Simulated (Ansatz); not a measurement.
System: Sr2BeN2 (model structure, started from the Ca2ZnN2 type, I4/mmm, No. 139, 5 atoms in the cell). Method: LDA in Ansatz (PAW).

Run with plane-wave cutoff 520 eV, 12×12×12 k mesh, Fermi–Dirac smearing 0.01 eV, scalar-relativistic PAW data made under PBE.

Cell (relaxed at this level):

Space group I4/mmm (No. 139); a = 3.738 Å, b = 3.738 Å, c = 11.648 Å, α = 90.00°, β = 90.00°, γ = 90.00°

| atom | site | symmetry | x | y | z |
|---|---|---|---|---|---|
| Sr | 4e | 4mm | 0.0000 | 0.0000 | 0.3483 |
| Be | 2a | 4/mmm | 0.0000 | 0.0000 | 0.0000 |
| N | 4e | 4mm | 0.0000 | 0.0000 | 0.1312 |
(The calculation used a cell of 5 atoms; values per cell refer to that cell.)

Task: Give the computed band gap and bulk modulus.

Result: 
- band gap = 0.93 eV (on the SCF k mesh)
- bulk modulus = 83.6 GPa

Note: the bulk modulus is −V dP/dV from two relaxed cells at ±2 % in volume; the relaxation could raise the start's symmetry but not lower it, so the cell can be a saddle point.

Spin–orbit coupling is not included.

Computing time: about 4 core-minutes (a rough figure).

A model structure was made by putting elements into a prototype or built by hand; it is no filed structure, need not be a known phase, and can be a saddle point held by its symmetry.

Ansatz is a program for electronic structure.
